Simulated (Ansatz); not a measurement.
**CuI: strain along the normal**

CuI (zinc blende, F-43m, 27.309 Å³/atom at rest) under an equal strain ε in the (111) plane with the normal axis free, as in a coherent film. r2SCAN in Ansatz, a plane-wave DFT program (PAW, default set), 500 eV, 10×10×10 Γ-centred mesh, Fermi-Dirac smearing 0.05 eV; ions are relaxed within the symmetry of each cell.

Here s stands for strain and y for normal strain.

```
strain (%)  normal strain (%)
----------  -----------------
-2.50                       ?
-1.25                    0.99
-0.83                    0.65
-0.42                    0.32
0.00                     0.00
0.42                    -0.32
0.83                    -0.63
1.25                    -0.94
```

### Question
Fit y against s with a straight line, and predict the withheld value at s = -2.50.

### Answer
Means: s 0, y 0.010. About the means, the sum of products is -3.7437 and the sum of squares of s is 4.8556; the slope is their ratio. Least squares gives y = 0.010 - 0.7710·s. Residuals (row less fit): 0.016, 0.000, -0.014, -0.010, -0.006, 0.000, 0.014; standard error 0.013 (degrees of freedom: 5). The slope, -0.77 ± 0.01, is the elastic response of the normal axis. At the withheld row, y = 0.010 - 0.7710 × (-2.50) = 1.938%. The calculation gives 2.02%, 0.082% above the prediction (2.8 % of the range of y in the table). The row lies outside the fitted rows, so this is an extrapolation. From the scatter of the fitted rows alone, a prediction at this place has a standard error of 0.019%, so the miss is 4.3 times that.

One order more, fitted to all 13 runs of the series, follows each within 0.01, so the miss is the next term of a smooth law. Rows are the converged runs of the series near zero and its far end; series whose fitted rows scatter by over a few per cent of the range, as at a crossing or softening among them, aren't shown in this form. Most that stay on the fit to the last digits aren't either.
